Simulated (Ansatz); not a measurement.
The structure below was relaxed with PBEsol (Ansatz, a program for electronic structure, PAW, scalar-relativistic without spin-orbit coupling), earlier PAW set.

Space group Fm-3m (No. 225); a = b = c = 5.170 Å, α = β = γ = 90.00°

| atom | site | symmetry | x | y | z |
|---|---|---|---|---|---|
| W | 4a | m-3m | 0.0000 | 0.0000 | 0.0000 |
| Ti | 4b | m-3m | 0.5000 | 0.5000 | 0.5000 |

Write out a cell with all atoms.


```cif
data_Ti4W4
_chemical_formula_sum 'W4 Ti4'
_space_group_name_H-M_alt 'P 1'
_space_group_IT_number 1
_cell_length_a 5.16990
_cell_length_b 5.16990
_cell_length_c 5.16990
_cell_angle_alpha 90.000
_cell_angle_beta 90.000
_cell_angle_gamma 90.000
loop_
_space_group_symop_operation_xyz
  'x, y, z'
loop_
_atom_site_label
_atom_site_type_symbol
_atom_site_fract_x
_atom_site_fract_y
_atom_site_fract_z
_atom_site_occupancy
W1 W 0.00000 0.00000 0.00000 1
Ti1 Ti 0.50000 0.00000 0.00000 1
W2 W 0.00000 0.50000 0.50000 1
Ti2 Ti 0.50000 0.50000 0.50000 1
W3 W 0.50000 0.00000 0.50000 1
Ti3 Ti 0.00000 0.00000 0.50000 1
W4 W 0.50000 0.50000 0.00000 1
Ti4 Ti 0.00000 0.50000 0.00000 1
```
This is the conventional cell.

Stability against distortions was not tested. All final runs are without spin polarisation. The cell was made from TiC by this change: C → W; the result is a hypothetical phase, not in the database extracts checked.
